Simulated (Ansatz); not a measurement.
An Ansatz (a program for electronic structure) run: LiNbO3 with a change (pressure 1.8 GPa); DFT with PBE, PAW potentials and a 420 eV plane-wave cutoff in Ansatz, spin-orbit coupling left out, earlier PAW set.

Input:

Ansatz 0.2 input:
```yaml
crystal:
  lattice:
    - [2.5949328928, 1.4981852042, 4.6721361041]
    - [-2.5949328928, 1.4981852042, 4.6721361041]
    - [0, -2.9963704084, 4.6721361041]
  atoms:
    - { symbol: Li, position: [0.7026367808, 0.7026367808, 0.7026367808] }
    - { symbol: Li, position: [0.2026367808, 0.2026367808, 0.2026367808] }
    - { symbol: Nb, position: [0.9838144661, 0.9838144661, 0.9838144661] }
    - { symbol: Nb, position: [0.4838144661, 0.4838144661, 0.4838144661] }
    - { symbol: O, position: [0.6262402669, 0.873856867, 0.2631616191] }
    - { symbol: O, position: [0.873856867, 0.2631616191, 0.6262402669] }
    - { symbol: O, position: [0.2631616191, 0.6262402669, 0.873856867] }
    - { symbol: O, position: [0.7631616191, 0.373856867, 0.1262402669] }
    - { symbol: O, position: [0.373856867, 0.1262402669, 0.7631616191] }
    - { symbol: O, position: [0.1262402669, 0.7631616191, 0.373856867] }
basis: { ecutwfc: 420, ecutrho_ratio: 4, xc_grid: 2, fft_grid_basis: typed }
kpoints: { mp_grid: { grid: [8, 8, 8] } }
hamiltonian:
  xc: pbe
  dispersion: none
  pseudopotentials: { azcp: { folder: ./paw }, kind: paw }
scf: { occupations: { method: fermi_dirac, width: 0.05 } }
relax: { f_tol: 0.01, max_steps: 60, cell: { stress_tol: 0.02, p_target: 1.8 } }
output: { forces: true, stress: true }
checkpoint: { write: state.ck, write_every: 1000 }
```

Output (explanatory and most iteration lines left out):

```
Relaxation: its limit of steps is 60 (relax.max_steps)
Pseudopotential: Li, paw, valence charge 3
Pseudopotential: Nb, paw, valence charge 13
Pseudopotential: O, paw, valence charge 6
Crystal: 10 atoms, lattice volume = 108.983 Å³
Basis set: ecut = 420 eV, 2139 PW (Γ), exchange–correlation on 80×80×80 points (8 copies of the dense FFT grid, shifted against one another)
Bands: 44, of which v1, the nominal top of the filled ones, is band 34 counted from 1 (33 counted from 0)
Symmetry: 6 space group operations
Space group: R3c (ITA 161), of the structure as read, at distance tolerance 4.8e-5 Å
k-points: 65 of 512 (time reversal used)
Functional: x = pbe(κ = 0.804, μ = 0.2195149727645171), c = pbe(β = 0.06672455060314922)
SCF iter   1: F=—  HF=-12931.211574 eV  |F-HF|=—  |Δ(HF+E_count)|=         —  Δρ=9.19e-2  dr2=9.70e0  ethr=3.10e-3  ⟨swp⟩=6.3  Hψ=11664  notcnv=0
SCF iter   2: F=—  HF=-12929.849279 eV  |F-HF|=—  |Δ(HF+E_count)|=    1.36e0  Δρ=4.35e-2  dr2=2.21e0  ethr=3.10e-3  ⟨swp⟩=2.0  Hψ=4948  notcnv=0  defer=242
SCF 1 converged in 8 iterations: F = -12929.567872 eV  dr2 = 3.57e-8
relax step   1: F+E_penalty+E_count = -12929.56787194 eV  Δ(F+E_penalty+E_count) = +0.000e0 eV  max|allowed force component| = 2.250e-3 eV/Å  Δτ_max = 0.0000 Å  P = +0.009 GPa  Ω = 108.983 Å³  (8 SCF iters, dr2 threshold 1.00e-7 eV, accepted)
[... steps on the carried basis left out ...]
relax step  10: F+E_penalty+E_count = -12929.55777993 eV  Δ(F+E_penalty+E_count) = +1.443e-4 eV  max|allowed force component| = 1.918e-3 eV/Å  Δτ_max = 0.0000 Å  P = +1.811 GPa  Ω = 107.174 Å³  stress off target by 1.26e-2 GPa  SCF on the basis re-selected at this cell (its energy is not comparable with the rows above)  (5 SCF iters)
SCF converged after 5 iterations
Free energy (F): -12929.557780 eV
Internal energy: -12929.557780 eV  (E = F + TS)
E sigma→0 (E₀):  -12929.557780 eV
Fermi energy:    8.891857 eV
--- Forces (eV/Å), atoms counted from 1 ---
  atom   1  Li    -0.00000000     0.00000000     0.00016995
  atom   2  Li     0.00000000     0.00000000     0.00016995
  atom   3  Nb    -0.00000000     0.00000000     0.00191832
  atom   4  Nb     0.00000000    -0.00000000     0.00191832
  atom   5  O     -0.00031168    -0.00104411    -0.00069598
  atom   6  O     -0.00074839     0.00079198    -0.00069598
  atom   7  O      0.00106007     0.00025214    -0.00069598
  atom   8  O      0.00074839     0.00079198    -0.00069598
  atom   9  O      0.00031168    -0.00104411    -0.00069598
  atom  10  O     -0.00106007     0.00025214    -0.00069598
--- Stress (GPa, compression-positive) ---
        1.812566      -0.000000      -0.000000
       -0.000000       1.812566       0.000000
       -0.000000       0.000000       1.808103
  P = ⅓ Tr σ = 1.8111 GPa (18.111 kbar)
--- Relaxed structure (8 steps of the walk, 8 accepted, 2 SCFs on fresh bases) ---
  cell:  # Å, volume = 107.1739 Å³
    - [2.5794520509960646, 1.4892473360043097, 4.649900162704004]
    - [-2.5794520509960646, 1.4892473360043097, 4.649900162704004]
    - [-4.122602972424482e-34, -2.9784946720086194, 4.649900162704004]
  atoms:
    - { symbol: Li, position: [0.7026231886301639, 0.7026231886301639, 0.7026231886301639] }
    - { symbol: Li, position: [0.20262318863016407, 0.20262318863016407, 0.20262318863016407] }
    - { symbol: Nb, position: [0.9839958280707988, 0.9839958280707988, 0.9839958280707988] }
    - { symbol: Nb, position: [0.48399582807079866, 0.48399582807079866, 0.48399582807079866] }
    - { symbol: O, position: [0.6227009338305448, 0.876364466376084, 0.2640255829924083] }
    - { symbol: O, position: [0.8763644663760839, 0.26402558299240836, 0.6227009338305448] }
    - { symbol: O, position: [0.26402558299240825, 0.6227009338305447, 0.8763644663760841] }
    - { symbol: O, position: [0.7640255829924085, 0.3763644663760841, 0.12270093383054481] }
    - { symbol: O, position: [0.3763644663760841, 0.12270093383054492, 0.7640255829924085] }
    - { symbol: O, position: [0.12270093383054487, 0.7640255829924083, 0.3763644663760842] }
```

Load acts through the strain it causes; cell and atoms are relaxed under it. Stability against distortions was not tested. The cell was made from LiNbO3 (space group R3c, No. 161) by this change: pressure 1.8 GPa.
